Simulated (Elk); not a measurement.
A self-consistent single point of HgS (F-43m, 2 atoms in the cell) with Elk.

Computed with PBEsol, all-electron FP-LAPW, Elk's shipped species files, default APW+lo basis (Elk 10.2.4).

```xyz
2
Lattice="0.0000 2.9658 2.9658 2.9658 0.0000 2.9658 2.9658 2.9658 0.0000" Properties=species:S:1:pos:R:3 pbc="T T T"
Hg     0.0000     0.0000     0.0000
S      1.4829     1.4829     1.4829
```

Reference input (self-consistent single point, DFT, PBE, all-electron FP-LAPW, Elk's shipped species files, default APW+lo basis): xctype = 20; swidth = 0.00367493 Ha; ngridk = 8 8 8; rmtscf = 0.91; maxscl = 100. This run's input differs from it in these lines:

```diff
@@ -4,3 +4,3 @@
 xctype
-  20
+  22
```

Output, abridged:

```
│ Self-consistent loop started │
│ Loop number : 1 │
 total energy                :     -20049.0261588
│ Loop number : 2 │
 total energy                :     -20049.3981923
RMS change in Kohn-Sham potential (target) :   0.3501721965     (  0.1000000000E-05)
Absolute change in total energy (target)   :   0.3720335392     (  0.1000000000E-03)
│ Loop number : 3 │
 total energy                :     -20049.5987729
RMS change in Kohn-Sham potential (target) :   0.3358459471     (  0.1000000000E-05)
Absolute change in total energy (target)   :   0.2935889275     (  0.1000000000E-03)
│ Loop number : 4 │
   [... lines left out ...]
Absolute change in total energy (target)   :   0.1446028207E-02 (  0.1000000000E-03)
│ Loop number : 12 │
 total energy                :     -20055.1236043
RMS change in Kohn-Sham potential (target) :   0.1066139097E-05 (  0.1000000000E-05)
Absolute change in total energy (target)   :   0.2833794242E-03 (  0.1000000000E-03)
│ Loop number : 13 │
 total energy                :     -20055.1235674
RMS change in Kohn-Sham potential (target) :   0.5180110938E-06 (  0.1000000000E-05)
Absolute change in total energy (target)   :   0.3390866914E-04 (  0.1000000000E-03)
Convergence targets achieved

│ Loop number : 14 │

Energies :
 Fermi                       :     0.132352452270
 total energy                :     -20055.1235351

Density of states at Fermi energy :    1.137511822
 (states/Hartree/unit cell)

Estimated indirect band gap :   0.2540433560E-01
 from k-point      1 to k-point      8
Estimated direct band gap   :   0.3067005704E-01
 at k-point      2

Charges :
 core                        :    72.00000000
 valence                     :    24.00000000
 interstitial                :    3.855433337
 muffin-tins (core leakage)
  species :    1 (Hg)
   atom    1                 :    78.33355451     (  0.2985919136E-03)
  species :    2 (S)
   atom    1                 :    13.81101215     (  0.2587987412E-03)
 total in muffin-tins        :    92.14456666
 total calculated charge     :    95.99592584
 total charge                :    96.00000000
 error                       :   0.4074163484E-02

│ Self-consistent loop stopped │
```

The run converged in 14 iterations. The count includes the last loop, which Elk runs after its targets are met. 

The starting cell comes from a database of computed structures (which also holds hypothetical and non-ambient phases and stackings), without a prior relaxation at this level. Its lattice was rescaled by a random factor within 2.5 % of one. Spin-orbit coupling is off. Values depend on the basis (sphere radii, cutoffs, local orbitals), which need not be converged. The run gives no clean gap (levels at the Fermi energy touch, overlap or are partly filled at this smearing), which alone does not show that the compound is a metal. The log's line on a gap gives a spacing of levels on this mesh, which the program prints for metals too.
